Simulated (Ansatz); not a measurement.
# Band gap (eV)

Cell A: Si (diamond, Fd-3m), 2 atoms in the cell, k-point mesh 10×10×10 on the run's own vectors. Conventional cell: a = 5.470 Å, b = 5.470 Å, c = 5.470 Å, α = 90.00°, β = 90.00°, γ = 90.00°.

Cell B: Si3N4 (P6₃/m), 14 atoms in the cell, k-point mesh 12×6×6 on the run's own vectors. Conventional cell: a = b = 7.664 Å, c = 2.926 Å, α = β = 90.00°, γ = 120.00°.

All numbers come from Ansatz (a quantum-chemistry and plane-wave program), plane waves with PAW, its default PAW set, cutoff 420 eV, 500 eV for r2SCAN. The structures are at rest with PBE; other levels are single points on them. HSE06 runs on coarser k-point meshes, which give the PBE gaps of the finer ones within 0.03 eV. Neutral cells; Fermi-Dirac smearing of at most 0.05 eV in the solids, energies taken to zero width. The lattices are those relaxed with PBE, so at other levels the solids can be strained, which adds to the spread. The structures are the rest points that the relaxations reached, not proven lowest. A dispersion term ran beside these levels; it doesn't touch the electrons. Gaps are highest filled to lowest empty Kohn-Sham level on the run's k-point mesh, states of defects and surfaces included; edges off the mesh make the true gap smaller, and under 0.08 eV counts as none; a gap is called direct where the least direct separation is within 0.02 eV of it.

```json
[
 {"system": "A", "PBE": "0.62 (indirect)", "r2SCAN": "0.80 (indirect)", "HSE06": "?"},
 {"system": "B", "PBE": "4.25 (indirect)", "r2SCAN": "4.90 (indirect)", "HSE06": "5.70"}
]
```

Problem. Complete the blanks.

Solution. 
- A, HSE06: 1.17
